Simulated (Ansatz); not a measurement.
L1₂ (Cu3Au-type) Ni3Si was calculated with RPBE in Ansatz (PAW).

Run with plane-wave cutoff 520 eV, 16×16×16 k mesh, Fermi–Dirac smearing 0.05 eV, no spin polarisation, scalar-relativistic PAW data made under PBE.

Cell (relaxed at this level):

```yaml
crystal:
  lattice:
    - [3.53352, 0.00000, 0.00000]
    - [0.00000, 3.53352, 0.00000]
    - [0.00000, 0.00000, 3.53352]
  atoms:
    - { symbol: Si, position: [0.00000, 0.00000, 0.00000] }
    - { symbol: Ni, position: [0.00000, 0.50000, 0.50000] }
    - { symbol: Ni, position: [0.50000, 0.00000, 0.50000] }
    - { symbol: Ni, position: [0.50000, 0.50000, 0.00000] }
```

Q: What does this level give for the bulk modulus B0 and pressure derivative B′ of the bulk modulus?

A: 
bulk modulus B0: 198 GPa
pressure derivative B′ of the bulk modulus: 4.8

The run finds no gap.

The computed numbers hold no vibrational or temperature effects.

Cost on a shared machine: very roughly 110 core-seconds.

Ansatz is a first-principles code.
